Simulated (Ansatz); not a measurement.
**A constructed model of the (111)B surface of 3C silicon carbide, C-terminated, (√3x√3)R30° Sb adatom at H3 (bottom of the slab: 3 H on 3 bottom sites)**

All values below come from r2SCAN, at the PBE geometry (plane waves to 500 eV, PAW; Ansatz, a first-principles code).

Slab: 28 atoms, 11.1 Å thick at the start with caps and adatoms (thin: gaps and levels are the slab's own); k 6x6x1, smearing 0.025 eV, dipole-corrected; single point; on the structure that PBE left under its start's symmetry; no spin, no spin-orbit, no U. In PBE it lies 0.08 eV a 1x1 cell over the lowest computed structure of the same composition ((√3x√3)R30° Sb adatom at T4).

- gap of the slab on its k-mesh: 1.93 eV
- highest filled level below the top vacuum level: 4.68 eV
- cost: about 100 core-seconds (a rough figure)
